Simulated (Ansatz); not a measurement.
The starting structures come from a database of crystals and need not be the phases stable at ambient conditions.

By PBEsol, the system below comes out a metal.

The ballistic (Sharvin) conductance counts the channels at the Fermi level: G/A = (e²/h) × channels of both spins per area.

```yaml
crystal:
  lattice:
    - [5.77276, 0.00000, 0.00000]
    - [-2.88638, 4.99936, 0.00000]
    - [2.88638, 1.66645, 2.35672]
  atoms:
    - { symbol: Zr, position: [0.00000, 0.00000, 0.00000] }
    - { symbol: Al, position: [0.50000, 0.50000, 0.00000] }
    - { symbol: Al, position: [0.50000, 0.00000, 0.00000] }
    - { symbol: Al, position: [0.00000, 0.50000, 0.00000] }
```

Space group of this cell: Pm-3m, Cu3Au type. The cell is taken as given; by PBEsol its mean pressure is -0.8 GPa.

The current flows along the normal of the first two printed cell vectors, the (111) plane of the conventional cell. No spin-orbit coupling; the value is a mean over 0.1 eV about the Fermi level.

Predict the ballistic conductance per area from Ansatz (a program for electronic structure) with PBEsol.

0.78 × 10¹⁵ S/m² for both spins.
